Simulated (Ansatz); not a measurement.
## Element substitutions in Nb2N

The parent structure is Nb$_{2}$N (space group P-31m, No. 162; a = 5.267 Å, c = 4.944 Å; a cell from a computed database, its experimental status unchecked).

Each row replaces one element on all its sites; cell and atoms are relaxed.

Computed with DFT with PBEsol, PAW potentials and a 420 eV plane-wave cutoff in Ansatz (an electronic-structure program), no spin-orbit coupling.

| case | shortest interatomic distance | c/a ratio |
|---|---|---|
| base | 2.145 Å | 0.939 |
| N → B | 2.229 Å | 0.921 |
| N → P | 2.429 Å | 0.870 |
| Nb → Ta | 2.133 Å | 0.933 |

Stability against distortions was not tested. As relaxed here, Nb2B and Nb2P are hypothetical phases, not in the database extracts checked. For Ta2N in this form, whether it has been made was not checked. The final runs are not spin-polarised. An odd electron count without spin: Nb2B, Nb2N, Nb2P and Ta2N.
